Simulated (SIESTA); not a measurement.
Band structure of La (Pm-3n, 8 atoms in the cell).

```yaml
crystal:
  lattice:
    - [6.73267, 0.00000, 0.00000]
    - [0.00000, 6.73267, 0.00000]
    - [0.00000, 0.00000, 6.73267]
  atoms:
    - { symbol: La, position: [0.25000, 0.00000, 0.50000] }
    - { symbol: La, position: [0.75000, 0.00000, 0.50000] }
    - { symbol: La, position: [0.00000, 0.50000, 0.25000] }
    - { symbol: La, position: [0.00000, 0.50000, 0.75000] }
    - { symbol: La, position: [0.50000, 0.25000, 0.00000] }
    - { symbol: La, position: [0.50000, 0.75000, 0.00000] }
    - { symbol: La, position: [0.00000, 0.00000, 0.00000] }
    - { symbol: La, position: [0.50000, 0.50000, 0.50000] }
```

Computed with GGA PBE, numerical atomic orbitals DZP, PseudoDojo PBE standard norm-conserving potentials (rewritten from UPF to PSML) (SIESTA 5.4.2).

Settings: XC.functional = GGA; XC.authors = PBE; potentials = PseudoDojo PBE standard; PAO.BasisSize = DZP; PAO.EnergyShift = 0.005 Ry; MeshCutoff = 300 Ry; kgrid.MonkhorstPack = 5 5 5; OccupationFunction = FD; ElectronicTemperature = 100 meV; MaxSCFIterations = 150; SCF.Mixer.Method = Pulay; SCF.Mixer.Weight = 0.1; SCF.Mixer.History = 6; SCF.DM.Tolerance = 1.0E-04.

The starting cell was generated: these elements placed on a structure prototype, without a prior relaxation; it need not be a known phase or ordering of this composition. Values carry the incompleteness of an atom-centred basis.

Levels in eV from the Fermi level, bands 41 to 46:
```json
[
 {"point": "Γ", "41": "-0.41", "42": "-0.41", "43": "-0.41", "44": "-0.11", "45": "0.18", "46": "0.18"},
 {"point": "X", "41": "-0.45", "42": "-0.45", "43": "-0.32", "44": "-0.32", "45": "0.37", "46": "0.37"},
 {"point": "M", "41": "-0.22", "42": "-0.22", "43": "-0.04", "44": "0.00", "45": "0.02", "46": "0.35"},
 {"point": "R", "41": "-0.34", "42": "-0.34", "43": "-0.34", "44": "-0.34", "45": "0.27", "46": "0.27"}
]
```

Bands cross the Fermi level along this path, so the cell is metallic at this level.

Higher empty bands are left out: an atom-centred basis made for the valence describes them poorly.
